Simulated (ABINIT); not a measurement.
Equation of state of wurtzite GaN (space group 186): energy against volume (ABINIT, PBE)

```yaml
crystal:
  lattice:
    - [3.13328, 0.00000, 0.00000]
    - [-1.56664, 2.71350, 0.00000]
    - [0.00000, 0.00000, 5.09772]
  atoms:
    - { symbol: Ga, position: [0.33333, 0.66667, 0.00000] }
    - { symbol: Ga, position: [0.66667, 0.33333, 0.50000] }
    - { symbol: N, position: [0.33333, 0.66667, 0.37700] }
    - { symbol: N, position: [0.66667, 0.33333, 0.87700] }
```

Method: PBE, norm-conserving pseudopotentials (PseudoDojo nc-sr-05 PBE standard) (plane waves; ABINIT). Settings: pseudos = [Ga.upf, N.upf]; ecut = 55 Ha; ixc = 11; occopt = 3; tsmear = 0.01 eV; ngkpt = 12 12 6; nshiftk = 1; shiftk = 0 0 0; potentials = PseudoDojo nc-sr-05 PBE standard; nband = 24; kptopt = 1; nstep = 50; tolvrs = 1e-10. The cell above is the first row's. The rows scale it uniformly. In all rows fractional positions and the k mesh are held. E is the free energy at the stated smearing, counted from the lowest row.

```
V (Å^3/atom)  E (meV/atom)
------------  ------------
10.835               46.25
11.071               24.87
11.306               10.51
11.542                2.43
11.778                0.00
12.013                2.63
12.249                9.78
12.484               21.01
12.720                   ?
```

Taking the third-order Birch-Murnaghan form, a cubic in V^(-2/3) for E over the 8 complete rows: With u = V^(-2/3) - 0.195, the rows have u = 0.009227, 0.006315, 0.003515, 0.000800, -0.001824, -0.004352, -0.006809, -0.009178. Least squares gives E = 1.132 + 1319.91·u + 383342·u² + 391378·u³. Residuals (row less fit): -0.005, 0.017, -0.015, -0.003, 0.003, 0.014, -0.014, 0.004; standard error 0.015 (degrees of freedom: 4). Its minimum lies at u = -0.001726, so V0 = (0.193274)^(-3/2) = 11.77. There d²E/du² = 762600 and d³E/du³ = 2348000, so B0 = (4/9) × 11.77^(-7/3) × 762600 × 0.160218 = 172 GPa (the last factor turns the table's units into GPa), and B0' = 4 + (2/3) × 0.193274 × (2348000)/762600 = 4.4. The program's pressures in the fitted runs (not shown) pass through zero at V = 11.77, 0.02 % from this V0.

**Question.** Estimate the missing E (V = 12.720); what did the run itself give?

**Answer.** u = -0.011483, so E = 1.132 + 1319.91 × (-0.011483) + 383342 × (-0.011483)² + 391378 × (-0.011483)³ = 35.930 meV/atom. The calculation gives 35.86 meV/atom, 0.070 meV/atom below the prediction (0.2 % of the range of E in the table). The row lies outside the fitted rows, so this is an extrapolation. From the scatter of the fitted rows alone, a prediction at this place has a standard error of 0.037 meV/atom, so the miss is 1.9 times that.

Carrying the step between the two nearest rows on in a straight line would have given 32.29, off by 3.57; series whose last step already gives the withheld value aren't shown. The scan was laid around a cell of about the measured size, scaled by a guess for this functional; axis ratios and inner coordinates come from that cell. The runs keep the symmetry of the cell, so they don't test it for distortions. The shape of the cell and the inner coordinates aren't relaxed, so V0 and B0 belong to this uniform scaling; a relaxed crystal lies no higher in energy and is usually softer. Cutoffs and mesh are single choices, not tested for convergence of this quantity. Series with a scatter that would blur these digits, or in which a gap closes, are not shown. Nor are scans whose minimum lies at an end fitted in this form.
